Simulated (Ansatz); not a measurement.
# Ba₂TiO₄ (P4/mmm, No. 123, 7 atoms in the cell; start mp-36194; a measured phase of this formula has another space group)

Level of theory: PBEsol in Ansatz (PAW).

Run with plane-wave cutoff 520 eV, 8×8×4 k mesh (along the axes of the cell as run), Fermi–Dirac smearing 0.01 eV, no spin polarisation, scalar-relativistic PAW data made under PBE.

Cell (relaxed at this level):

```
Ba2TiO4
1.0
    3.91701     0.00000     0.00000
    0.00000     3.91701     0.00000
    0.00000     0.00000    11.20603
Ba Ti O
2 1 4
Cartesian
  0.00000   0.00000   7.54241
  0.00000   0.00000   3.66362
  1.95850   1.95850   5.60302
  0.00000   1.95850   5.60302
  1.95850   0.00000   5.60302
  1.95850   1.95850   7.56534
  1.95850   1.95850   3.64069
```

```yaml
band_gap: 1.97 eV
smallest_direct_gap_on_the_k_points_sampled: 1.99 eV
```

Spin–orbit coupling is not included.

The computed numbers hold no vibrational or temperature effects.

Computing time: around 100 core-seconds (rough).

A start named mp-… is a Materials Project structure, which need not be a measured phase.

Ansatz is an electronic-structure program.
